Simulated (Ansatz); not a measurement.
Base system: HfO₂ (space group P4_2/nmc, No. 137).

```
CELL_PARAMETERS angstrom
      3.60482     0.00000     0.00000
      0.00000     3.60482     0.00000
      0.00000     0.00000     5.26502
ATOMIC_POSITIONS crystal
  Hf 0.00000 0.00000 0.00000
  Hf 0.50000 0.50000 0.50000
  O  0.00000 0.50000 0.19324
  O  0.00000 0.50000 0.69324
  O  0.50000 0.00000 0.30676
  O  0.50000 0.00000 0.80676
```

All numbers come from Ansatz (an electronic-structure program), PBE, PAW, cutoff 420 eV, scalar-relativistic without spin-orbit coupling, earlier PAW set.

Its conduction minimum is a single valley at Γ with mass 0.93 mₑ.

One thing is altered: electron doping at 3.0×10^21 cm⁻³ (0.205 per cell), with a uniform compensating background at fixed cell and a 300 K Fermi–Dirac width.

**Question.** Where would a parabolic band put the Fermi level, and where does the calculation put it?

**Answer.** k_F = (3π²n)^(1/3) = 0.446 Å⁻¹, so ħ²k_F²/2m = 0.81 eV above the band edge at zero temperature. The calculation gives 0.40 eV (to 0.05 eV): the band is strongly non-parabolic or higher valleys fill at this density.

Charged cell with a jellium background: band edges are those of the host's band count, energies are not comparable with the neutral cell, and many-body gap narrowing is missing. With Hf present, leaving out spin-orbit coupling can change the band edges. The levels and masses belong to the bands next to the band gap. Effective masses come from finite differences of ±0.01 Å⁻¹. No phonon test of stability was made. This is not the structure that HfO2 has at room temperature and ambient pressure.
